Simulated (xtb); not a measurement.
xtb 6.7.1, GFN1-xTB: Nb(F)2(OH)3 ([OH][Nb]([OH])([OH])([F])[F]), 9 atoms. The geometry is a generated start, not checked to be a minimum at this level.

```
Property                                                                                                        Value
------------------------  -------------------------------------------------------------------------------------------
method                                                                                                       GFN1-xTB
--acc                                                                                                     1 (default)
--etemp (K)                                                                                             300 (default)
detailed input (--input)  none: ANC optimiser, Lindh (1995) Hessian, microcycle=20, maxdispl=1.0, hlow=0.01 (default)
basis functions                                                                                                    36
valence electrons                                                                                                  40
```

```xyz
9

Nb     0.0335    -0.0070     0.0335
F      1.3545    -0.0413     1.3549
F     -1.2957     0.0071    -1.3053
O      0.2233     1.7671    -0.1467
H      0.2045     2.7071    -0.3467
O      1.0157    -1.1066    -0.9823
H      1.5275    -1.7018    -1.5363
O     -1.1706    -0.6415     1.1974
H     -1.8927    -0.9832     1.7316
```

Charge 0 and multiplicity 1 are set for this test and not shown to be the ground state.

The structure is relaxed from this start with --opt LEVEL for the levels crude, sloppy, loose, lax, normal, tight, vtight, extreme, once each. Up to the end of the extreme run atoms move by at most 0.62 Å along an axis.

Which level is enough to come within 1 meV of the tightest end point?

normal: 42 cycles against 51, ending 0.16 meV above.

```json
[
 {"level": "crude", "cycles": "2", "energy above the extreme run (meV)": "100", "gradient norm (eV/Å)": "0.46"},
 {"level": "sloppy", "cycles": "4", "energy above the extreme run (meV)": "91", "gradient norm (eV/Å)": "0.11"},
 {"level": "loose", "cycles": "4", "energy above the extreme run (meV)": "91", "gradient norm (eV/Å)": "0.11"},
 {"level": "lax", "cycles": "24", "energy above the extreme run (meV)": "14", "gradient norm (eV/Å)": "0.13"},
 {"level": "normal", "cycles": "42", "energy above the extreme run (meV)": "0.16", "gradient norm (eV/Å)": "0.040"},
 {"level": "tight", "cycles": "45", "energy above the extreme run (meV)": "0.022", "gradient norm (eV/Å)": "0.012"},
 {"level": "vtight", "cycles": "48", "energy above the extreme run (meV)": "under 0.01", "gradient norm (eV/Å)": "0.0038"},
 {"level": "extreme", "cycles": "51", "energy above the extreme run (meV)": "—", "gradient norm (eV/Å)": "0.0016"}
]
```
